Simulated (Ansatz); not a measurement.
The parent structure is PbTe in the rock salt structure (space group Fm-3m, No. 225; a = 6.535 Å).

The values are results of r2SCAN (Ansatz, a quantum-chemistry and plane-wave program, PAW, no spin-orbit coupling), earlier PAW set, not measurements.

Base values:

| Quantity | Value |
|---|---|
| Lattice parameter a | 6.535 Å |
| Hole mass | 0.57 mₑ along k, 0.088 mₑ across (at L) |
| Gap character | direct at L |

It is then changed as follows: a hydrostatic pressure of 0.7 GPa.

Task: How does this affect the lattice parameter a, hole mass and gap character?

Result: The lattice parameter a drops by 0.034 Å to 6.501 Å; the hole mass becomes 0.55 mₑ along k, 0.083 mₑ across (at L) (base: 0.57 mₑ along k, 0.088 mₑ across (at L)); the gap character remains direct at L.

Spin-orbit coupling, missing from the scalar runs, can matter with Pb and Te. Load acts through the strain it causes; cell and atoms are relaxed under it. Masses are band curvatures over ±0.01 Å⁻¹ around the edge. Along k means along the line from Γ to the band edge. Whether these cells are dynamically stable was not tested.
